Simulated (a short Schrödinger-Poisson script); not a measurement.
MOS inversion layer, SiO2 on p-type InP

Stack: MOS inversion layer, SiO2 on p-type InP, at 300 K.

```tsv
layer	material	thickness (nm)	Na (cm⁻³)
1	SiO2	3.1	-
2	InP	270	3.2e18
```

The device is made up for the run: typed textbook-type constants, with dimensions and the other settings drawn at random. SiO2: permittivity 3.9, conduction-band edge (eV) 3.48, gap (eV) 9, electron mass (mₑ) 0.5. InP: permittivity 12.5, conduction-band edge (eV) 0, gap (eV) 1.344, Nv at 300 K (cm⁻³) 1.1e19.

Channel valleys (confinement mass, in-plane density-of-states mass, number): Γ 0.08, 0.08, 1. At the gate the conduction-band edge of layer 1 lies 4.04 eV − eVg above the Fermi level of the channel; the field vanishes at the back. Gaps are held at their typed values at every temperature. Mesh 0.03 nm at interfaces.

Solved with a short Schrödinger-Poisson script written for these runs: 1D Poisson equation in equilibrium, electrons quantum, Hartree (BenDaniel-Duke, 12 states a valley, the channel's in-plane mass for all, wave functions free to enter the dielectric), parabolic valleys, classical holes, full ionisation, no traps, pinning or gate leakage.

```
Vg (V)  electrons (cm⁻²)  C (μF/cm²)  Γ E0 (meV)  Γ E1 (meV)
------  ----------------  ----------  ----------  ----------
1.6               1.27e6       0.333       347.2       628.9
1.7               1.56e7       0.327       282.4       570.8
1.8               1.96e8       0.321       216.9       511.8
1.9               2.51e9       0.322       151.0       452.2
2                2.94e10       0.383        86.9       394.1
2.1              1.89e11       0.591        36.4       348.8
2.2              5.28e11       0.736         4.5       321.1
2.3              9.55e11       0.796       -18.2       302.2
2.4              1.42e12       0.823       -36.9       287.0
2.5              1.90e12       0.838       -53.9       273.5
2.6              2.40e12       0.846       -70.0       260.8
2.7              2.89e12       0.850       -85.6       248.5
2.8              3.39e12       0.853      -101.0       236.4
2.9              3.90e12       0.856      -116.3       224.4
3                4.40e12       0.857      -131.5       212.4
3.1              4.90e12       0.859      -146.6       200.4
```

Gate voltages with under 1e6 electrons/cm² are left out.

Subbands count from the Fermi level.

Above a few 1e12 electrons/cm² a light Γ valley is non-parabolic and upper valleys begin to fill, which the model leaves out.
